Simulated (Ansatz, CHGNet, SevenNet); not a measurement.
# BeS (model structure, started from the NiAs type, P6₃/mmc, No. 194, 4 atoms in the cell): properties by level of theory

```
level (code)         equilibrium lattice constant a (Å)  c axis length (Å)
-------------------  ----------------------------------  -----------------
CHGNet-r²SCAN                                     3.360              5.270
SevenNet-0                                        3.291              5.311
SevenNet-l3i5                                     3.290              5.180
LDA (Ansatz)                                      3.247              5.166
PBEsol (Ansatz)                                   3.271              5.207
PBE-D3(BJ) (Ansatz)                               3.255              5.172
```

Ansatz's density-functional and Hartree–Fock values are scalar-relativistic unless marked +SOC, with PAW data made under PBE.

Computed values are for the static lattice.

A model structure was made by putting elements into a prototype or built by hand; it is no filed structure, need not be a known phase, and can be a saddle point held by its symmetry.

Ansatz is a quantum-chemistry and plane-wave program.
